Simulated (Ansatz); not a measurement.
An Ansatz (a quantum-chemistry and plane-wave program) run: VBiO4 with a change (pressure −2 GPa); r2SCAN, PAW, 500 eV (Ansatz; no SOC), earlier PAW set.

Input:

Ansatz 0.2 input:
```yaml
crystal:
  lattice:
    - [-2.5658850625, 2.5658850625, 5.8297237214]
    - [2.5658850625, -2.5658850625, 5.8297237214]
    - [2.5658850625, 2.5658850625, -5.8297237214]
  atoms:
    - { symbol: Bi, position: [0.75, 0.25, 0.5] }
    - { symbol: Bi, position: [0, 0, 0] }
    - { symbol: V, position: [0.25, 0.75, 0.5] }
    - { symbol: V, position: [0.5, 0.5, 0] }
    - { symbol: O, position: [0.0797057204, 0.9671068787, 0.3898711107] }
    - { symbol: O, position: [0.577235768, 0.6898346097, 0.6101288893] }
    - { symbol: O, position: [0.7171068787, 0.827235768, 0.3874011583] }
    - { symbol: O, position: [0.4398346097, 0.3297057204, 0.6125988417] }
    - { symbol: O, position: [0.6702942796, 0.2828931213, 0.1101288893] }
    - { symbol: O, position: [0.172764232, 0.5601653903, 0.8898711107] }
    - { symbol: O, position: [0.0328931213, 0.422764232, 0.1125988417] }
    - { symbol: O, position: [0.3101653903, 0.9202942796, 0.8874011583] }
basis: { ecutwfc: 500, ecutrho_ratio: 4, xc_grid: 4, fft_grid_basis: typed }
kpoints: { mp_grid: { grid: [7, 7, 7] } }
hamiltonian:
  xc: r2scan
  dispersion: none
  pseudopotentials: { azcp: { folder: ./paw }, kind: paw }
scf: { occupations: { method: fermi_dirac, width: 0.05 } }
relax: { f_tol: 0.01, max_steps: 60, cell: { stress_tol: 0.02, p_target: -2.0 } }
output: { forces: true, stress: true }
checkpoint: { write: state.ck, write_every: 1000 }
```

Output (explanatory and most iteration lines left out):

```
Relaxation: its limit of steps is 60 (relax.max_steps)
Pseudopotential: Bi, paw, valence charge 15
Pseudopotential: V, paw, valence charge 13
Pseudopotential: O, paw, valence charge 6
Crystal: 12 atoms, lattice volume = 153.526 Å³
Basis set: ecut = 500 eV, 3925 PW (Γ), exchange–correlation on 216×216×216 points (64 copies of the dense FFT grid, shifted against one another)
Bands: 64, of which v1, the nominal top of the filled ones, is band 52 counted from 1 (51 counted from 0)
Symmetry: 8 space group operations
Space group: I41/a (ITA 88), of the structure as read, at distance tolerance 5.4e-5 Å
k-points: 52 of 343
Functional: x = r2scan, c = r2scan; τ floored in thin density (d = 2e-4 eV/Å³)
SCF iter   1: F=—  HF=-35215.327830 eV  |F-HF|=—  |Δ(HF+E_count)|=         —  Δρ=6.77e-2  dr2=1.11e1  dr2_τ=9.42e-1  ethr=3.10e-3  ⟨swp⟩=6.0  Hψ=11777  notcnv=0
SCF iter   2: F=—  HF=-35214.010448 eV  |F-HF|=—  |Δ(HF+E_count)|=    1.32e0  Δρ=4.43e-2  dr2=2.78e0  dr2_τ=1.35e-1  ethr=3.10e-3  ⟨swp⟩=3.4  Hψ=6442  notcnv=0  defer=150
SCF 1 converged in 10 iterations: F = -35214.045880 eV  dr2 = 8.95e-9
relax step   1: F+E_penalty+E_count = -35214.04587957 eV  Δ(F+E_penalty+E_count) = +0.000e0 eV  max|allowed force component| = 1.128e-3 eV/Å  Δτ_max = 0.0000 Å  P = -0.999 GPa  Ω = 153.526 Å³  (10 SCF iters, dr2 threshold 1.00e-7 eV, accepted)
[... steps on the carried basis left out ...]
relax step   7: F+E_penalty+E_count = -35214.03479854 eV  Δ(F+E_penalty+E_count) = -8.024e-4 eV  max|allowed force component| = 2.791e-4 eV/Å  Δτ_max = 0.0000 Å  P = -2.001 GPa  Ω = 154.703 Å³  stress off target by 6.95e-3 GPa  SCF on the basis re-selected at this cell (its energy is not comparable with the rows above)  (6 SCF iters)
SCF converged after 6 iterations
Free energy (F): -35214.034799 eV
Internal energy: -35214.034799 eV  (E = F + TS)
E sigma→0 (E₀):  -35214.034799 eV
Fermi energy:    9.504910 eV
--- Forces (eV/Å), atoms counted from 1 ---
  atom   1  Bi    -0.00000000     0.00000000    -0.00000000
  atom   2  Bi     0.00000000     0.00000000     0.00000000
  atom   3  V     -0.00000000     0.00000000    -0.00000000
  atom   4  V      0.00000000     0.00000000     0.00000000
  atom   5  O     -0.00007808    -0.00027914     0.00002830
  atom   6  O      0.00007808     0.00027914     0.00002830
  atom   7  O      0.00027914    -0.00007808     0.00002830
  atom   8  O     -0.00027914     0.00007808     0.00002830
  atom   9  O      0.00007808     0.00027914    -0.00002830
  atom  10  O     -0.00007808    -0.00027914    -0.00002830
  atom  11  O     -0.00027914     0.00007808    -0.00002830
  atom  12  O      0.00027914    -0.00007808    -0.00002830
--- Stress (GPa, compression-positive) ---
       -1.998534       0.000016       0.000000
       -0.000016      -1.998534      -0.000000
        0.000000      -0.000000      -2.006947
  P = ⅓ Tr σ = -2.0013 GPa (-20.013 kbar)
--- Relaxed structure (6 steps of the walk, 6 accepted, 1 SCFs on fresh bases) ---
  cell:  # Å, volume = 154.7031 Å³
    - [-2.5708985638930915, 2.5708985638930915, 5.851527622141399]
    - [2.5708985638930915, -2.5708985638930915, 5.851527622141399]
    - [2.5708985638930915, 2.5708985638930915, -5.851527622141399]
  atoms:
    - { symbol: Bi, position: [0.7500000000000002, 0.25, 0.5000000000000001] }
    - { symbol: Bi, position: [-1.4694651008707417e-20, 9.953813434475114e-21, 1.0563627618507021e-20] }
    - { symbol: V, position: [0.25, 0.7500000000000002, 0.5000000000000001] }
    - { symbol: V, position: [0.5000000000000001, 0.5000000000000001, 1.05636276185057e-20] }
    - { symbol: O, position: [0.0794362864965078, 0.9664145901081368, 0.38951801801086994] }
    - { symbol: O, position: [0.5768965720972669, 0.6899182684856381, 0.6104819819891303] }
    - { symbol: O, position: [0.7164145901081365, 0.8268965720972667, 0.3869783036116288] }
    - { symbol: O, position: [0.43991826848563803, 0.3294362864965078, 0.6130216963883712] }
    - { symbol: O, position: [0.6705637135034923, 0.28358540989186354, 0.11048198198913023] }
    - { symbol: O, position: [0.17310342790273323, 0.5600817315143622, 0.8895180180108702] }
    - { symbol: O, position: [0.03358540989186348, 0.4231034279027333, 0.11302169638837123] }
    - { symbol: O, position: [0.310081731514362, 0.9205637135034923, 0.886978303611629] }
```

Spin-orbit coupling, missing from the scalar runs, can matter with Bi. Load acts through the strain it causes; cell and atoms are relaxed under it. No phonon test of stability was made. The final runs are not spin-polarised. The cell was made from VBiO₄ (space group I4_1/a, No. 88) by this change: pressure −2 GPa.
